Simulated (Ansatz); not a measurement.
Electronic density of states of amorphous IGZO (In$_{10}$Ga$_{10}$Zn$_{10}$O$_{40}$), density 5.48 g/cm³, on a 2×2×2 Γ-centred mesh with a Gaussian width of 0.1 eV; energies count from the Fermi level, whose place inside the gap is arbitrary. Cell and mesh are small, so fine structure isn't converged. Calculation: PBE, scalar-relativistic without spin-orbit coupling (plane waves to 420 eV, PAW; Ansatz, an electronic-structure program). Sampling: a 2×2×2 Γ-centred mesh; Fermi-Dirac width 0.02 eV; no spin polarisation. At PBE the levels at the filled edge of the gap are localised (band-tail or defect states), and the nearest spread-out levels lie 1.1 eV apart at the zone centre.

It comes from a melt-quench run on a machine-learned potential (CHGNet), relaxed afterwards by DFT. O atoms were pushed apart under 1.9 Å during the dynamics, to hinder bonds among them. The hot cell started wider than the set density and was brought back towards it in steps. It is the lowest in DFT energy of 2 quenches. It is a model cell: composition and starting density were chosen by hand, and all elements were melted together. No dispersion term was used. A short ab initio anneal came between quench and relaxation. Its density started from a set value of 5.48 and ended at 5.48 g/cm³. Cooling (nominally 170 K/ps over its main leg) ran many orders faster than in experiment, which tends to leave more defects and strain. One small periodic cell is one sample of the glass; other quenches scatter about these values. The volume was held where the preparation left it and the shape relaxed, at a PBE pressure of 0.9 GPa. Stress components on the final sampling reach 1.0 GPa.

| E - EF (eV) | states/(eV atom) |
|---|---|
| -12.00 | 0.00 |
| -11.90 | 0.00 |
| -11.80 | 0.00 |
| -11.70 | 0.00 |
| -11.60 | 0.00 |
| -11.50 | 0.00 |
| -11.40 | 0.00 |
| -11.30 | 0.00 |
| -11.20 | 0.00 |
| -11.10 | 0.00 |
| -11.00 | 0.00 |
| -10.90 | 0.00 |
| -10.80 | 0.00 |
| -10.70 | 0.00 |
| -10.60 | 0.00 |
| -10.50 | 0.00 |
| -10.40 | 0.00 |
| -10.30 | 0.00 |
| -10.20 | 0.00 |
| -10.10 | 0.00 |
| -10.00 | 0.00 |
| -9.90 | 0.00 |
| -9.80 | 0.00 |
| -9.70 | 0.00 |
| -9.60 | 0.00 |
| -9.50 | 0.00 |
| -9.40 | 0.00 |
| -9.30 | 0.00 |
| -9.20 | 0.00 |
| -9.10 | 0.00 |
| -9.00 | 0.00 |
| -8.90 | 0.00 |
| -8.80 | 0.00 |
| -8.70 | 0.00 |
| -8.60 | 0.00 |
| -8.50 | 0.00 |
| -8.40 | 0.00 |
| -8.30 | 0.00 |
| -8.20 | 0.00 |
| -8.10 | 0.00 |
| -8.00 | 0.00 |
| -7.90 | 0.00 |
| -7.80 | 0.00 |
| -7.70 | 0.00 |
| -7.60 | 0.00 |
| -7.50 | 0.00 |
| -7.40 | 0.00 |
| -7.30 | 0.03 |
| -7.20 | 0.13 |
| -7.10 | 0.17 |
| -7.00 | 0.23 |
| -6.90 | 0.32 |
| -6.80 | 0.35 |
| -6.70 | 0.39 |
| -6.60 | 0.38 |
| -6.50 | 0.36 |
| -6.40 | 0.37 |
| -6.30 | 0.44 |
| -6.20 | 0.56 |
| -6.10 | 0.70 |
| -6.00 | 0.84 |
| -5.90 | 0.84 |
| -5.80 | 0.91 |
| -5.70 | 1.00 |
| -5.60 | 1.08 |
| -5.50 | 1.13 |
| -5.40 | 1.21 |
| -5.30 | 1.33 |
| -5.20 | 1.34 |
| -5.10 | 1.30 |
| -5.00 | 1.13 |
| -4.90 | 0.93 |
| -4.80 | 0.79 |
| -4.70 | 0.74 |
| -4.60 | 0.68 |
| -4.50 | 0.67 |
| -4.40 | 0.66 |
| -4.30 | 0.59 |
| -4.20 | 0.59 |
| -4.10 | 0.64 |
| -4.00 | 0.67 |
| -3.90 | 0.67 |
| -3.80 | 0.63 |
| -3.70 | 0.61 |
| -3.60 | 0.62 |
| -3.50 | 0.63 |
| -3.40 | 0.61 |
| -3.30 | 0.63 |
| -3.20 | 0.71 |
| -3.10 | 0.70 |
| -3.00 | 0.68 |
| -2.90 | 0.73 |
| -2.80 | 0.75 |
| -2.70 | 0.73 |
| -2.60 | 0.72 |
| -2.50 | 0.73 |
| -2.40 | 0.75 |
| -2.30 | 0.79 |
| -2.20 | 0.79 |
| -2.10 | 0.81 |
| -2.00 | 0.85 |
| -1.90 | 0.83 |
| -1.80 | 0.87 |
| -1.70 | 0.94 |
| -1.60 | 0.96 |
| -1.50 | 0.94 |
| -1.40 | 0.92 |
| -1.30 | 0.97 |
| -1.20 | 0.93 |
| -1.10 | 0.81 |
| -1.00 | 0.73 |
| -0.90 | 0.63 |
| -0.80 | 0.47 |
| -0.70 | 0.32 |
| -0.60 | 0.23 |
| -0.50 | 0.16 |
| -0.40 | 0.15 |
| -0.30 | 0.06 |
| -0.20 | 0.00 |
| -0.10 | 0.00 |
| 0.00 | 0.00 |
| 0.10 | 0.00 |
| 0.20 | 0.00 |
| 0.30 | 0.01 |
| 0.40 | 0.02 |
| 0.50 | 0.00 |
| 0.60 | 0.00 |
| 0.70 | 0.00 |
| 0.80 | 0.00 |
| 0.90 | 0.00 |
| 1.00 | 0.00 |
| 1.10 | 0.00 |
| 1.20 | 0.02 |
| 1.30 | 0.04 |
| 1.40 | 0.04 |
| 1.50 | 0.04 |
| 1.60 | 0.04 |
| 1.70 | 0.04 |
| 1.80 | 0.05 |
| 1.90 | 0.05 |
| 2.00 | 0.07 |
| 2.10 | 0.06 |
| 2.20 | 0.05 |
| 2.30 | 0.07 |
| 2.40 | 0.08 |
| 2.50 | 0.07 |
| 2.60 | 0.04 |
| 2.70 | 0.04 |
| 2.80 | 0.07 |
| 2.90 | 0.06 |
| 3.00 | 0.07 |
| 3.10 | 0.11 |
| 3.20 | 0.15 |
| 3.30 | 0.15 |
| 3.40 | 0.19 |
| 3.50 | 0.18 |
| 3.60 | 0.17 |
| 3.70 | 0.19 |
| 3.80 | 0.20 |
| 3.90 | 0.21 |
| 4.00 | 0.20 |
| 4.10 | 0.23 |
| 4.20 | 0.24 |
| 4.30 | 0.23 |
| 4.40 | 0.24 |
| 4.50 | 0.27 |
| 4.60 | 0.25 |
| 4.70 | 0.27 |
| 4.80 | 0.27 |
| 4.90 | 0.32 |
| 5.00 | 0.31 |
| 5.10 | 0.28 |
| 5.20 | 0.31 |
| 5.30 | 0.31 |
| 5.40 | 0.32 |
| 5.50 | 0.30 |
| 5.60 | 0.27 |
| 5.70 | 0.27 |
| 5.80 | 0.27 |
| 5.90 | 0.31 |
| 6.00 | 0.34 |
| 6.10 | 0.34 |
| 6.20 | 0.36 |
| 6.30 | 0.40 |
| 6.40 | 0.36 |
| 6.50 | 0.34 |
| 6.60 | 0.38 |
| 6.70 | 0.33 |
| 6.80 | 0.32 |
| 6.90 | 0.34 |
| 7.00 | 0.31 |
| 7.10 | 0.32 |
| 7.20 | 0.30 |
| 7.30 | 0.33 |
| 7.40 | 0.37 |

The level gap on this mesh is 0.72 eV; the broadening fills part of it in the curve.
